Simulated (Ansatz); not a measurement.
AlP in the zinc blende structure; conventional cell a = b = c = 5.362 Å, α = β = γ = 90.00°.

Dynamical quadrupoles are not included in the interpolation of the phonons between the solved wave vectors. Unless called populations, κ holds the coherence term between modes besides the Boltzmann populations. The cell is strained isotropically by -2 % in length.

**Question.** Estimate the lattice thermal conductivity at 300 K from the linearised phonon Boltzmann equation (three-phonon plus isotope scattering), Ansatz (an electronic-structure program), PBEsol functional, plane-wave PAW (third-order constants from a 54-atom supercell out to 4.9 Å, harmonic mesh 6×6×6, k mesh 6×6×6, scattering mesh 17×17×17).

**Answer.** κ = 86 W/(m K). Four-phonon, boundary and defect scattering are left out; adding them would lower the computed value.

The PAW data sets were generated under PBE and serve the other functionals too.
